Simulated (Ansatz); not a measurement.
# tetragonal HfO2 (1 1 0) on alpha cristobalite (0 0 1) (film strained to the substrate, faces as cut)

A periodic stack without vacuum, tetragonal HfO2 (1 1 0) on alpha cristobalite (0 0 1) (film strained to the substrate, faces as cut): substrate slab Si8O16, film Hf10O16, surface cells [[0, 1], [-1, 0]] and [[0, -1], [1, 0]], film strained by -3.4 and -0.3 %, faces O/O and Hf/Hf as cut (like faces can put a slab off its formula).

The start was prepared with a machine-learned potential, and the result is one local minimum, with the in-plane cell held and forces under 0.04 eV/Å; the film can end far from its bulk form.

Method: PBE (plane waves to 420 eV, PAW; Ansatz, an electronic-structure program). Spin–orbit coupling is left out; PBE gaps are too small against experiment. Its k-point mesh 5×5×1, Fermi–Dirac width 0.05 eV.

* **interface area**: 25.8 Å²
* **period**: 26.11 Å
* **gaps between the outermost planes at the two interfaces**: 1.03 and 1.04 Å
* **Hf–Si contacts across the interfaces within 1.22 times the sum of covalent radii**: 6, mean 3.04 Å
* **Hf–O contacts across the interfaces within 1.22 times the sum of covalent radii**: 6, mean 2.24 Å
* **spin-polarised check at this geometry**: falls back to no moment

```
CELL_PARAMETERS angstrom
      5.07557    -0.00375     0.27610
     -0.00399     5.08105     0.14257
      3.61328     1.19417    26.39325
ATOMIC_POSITIONS crystal
  Si 0.22223 0.24259 0.17500
  Si 0.80409 0.90222 0.04433
  Si 0.78124 0.39042 0.10865
  Si 0.22611 0.71712 0.24376
  O  0.25707 0.43028 0.22012
  O  0.47938 0.27143 0.12802
  O  0.77536 0.71221 0.09901
  O  0.95445 0.31913 0.15278
  O  0.10946 0.80129 0.01318
  O  0.19148 0.93844 0.19851
  O  0.49508 0.78032 0.26547
  O  0.90915 0.23425 0.05576
  Si 0.94501 0.10175 0.44794
  Si 0.65765 0.77082 0.31251
  Si 0.51777 0.24517 0.38134
  Si 0.84400 0.59101 0.51405
  O  0.97315 0.26515 0.49974
  O  0.20677 0.16530 0.40355
  O  0.53150 0.54859 0.35736
  O  0.68313 0.22134 0.42809
  O  0.96986 0.70840 0.29064
  O  0.91331 0.78093 0.45901
  O  0.08375 0.70428 0.54416
  O  0.64304 0.05693 0.33633
  Hf 0.89225 0.04669 0.58346
  Hf 0.38355 0.58062 0.58662
  Hf 0.29110 0.04358 0.68042
  Hf 0.79426 0.52587 0.68073
  O  0.57383 0.28661 0.63275
  O  0.61704 0.77991 0.62907
  O  0.06955 0.31761 0.62840
  O  0.10197 0.82233 0.63504
  Hf 0.70906 0.97685 0.77663
  Hf 0.21112 0.52597 0.77697
  O  0.01659 0.24376 0.73103
  O  0.98915 0.73276 0.72885
  O  0.51513 0.28990 0.73503
  O  0.49691 0.80024 0.72506
  Hf 0.09610 0.99804 0.88101
  Hf 0.59387 0.43449 0.88221
  O  0.49242 0.11503 0.84309
  O  0.52318 0.62580 0.81571
  O  0.98786 0.34764 0.84225
  O  0.02740 0.86013 0.81502
  Hf 0.50152 0.90538 0.97118
  Hf 0.00440 0.47246 0.97353
  O  0.79440 0.18586 0.93541
  O  0.81251 0.70331 0.92120
  O  0.28617 0.20472 0.93479
  O  0.30625 0.69642 0.91887
```
